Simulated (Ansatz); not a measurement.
A computed series for Pd: response to strain

Consider Pd in the fcc (Cu type) structure (space group Fm-3m, No. 225; a = 3.8777 Å; relaxed with 0.1 eV smearing).

Strains are applied to the cell and any free atomic positions relax.

Method: PBEsol, PAW, 420 eV (Ansatz, a quantum-chemistry and plane-wave program; no spin-orbit coupling).

Candidates:
(a) isotropic strain −3.00 %
(b) isotropic strain +1.00 %
(c) isotropic strain −2.00 %

Notes on the quantities. energy relative to the base: free energy F.

Order them by energy relative to the base, highest first.

(a) isotropic strain −3.00 % (+85 meV/atom), (c) isotropic strain −2.00 % (+36 meV/atom), (b) isotropic strain +1.00 % (+7.9 meV/atom)

No phonon test of stability was made. The final runs are not spin-polarised. Pd lies near a magnetic instability that expansion can trigger; it was not tested.
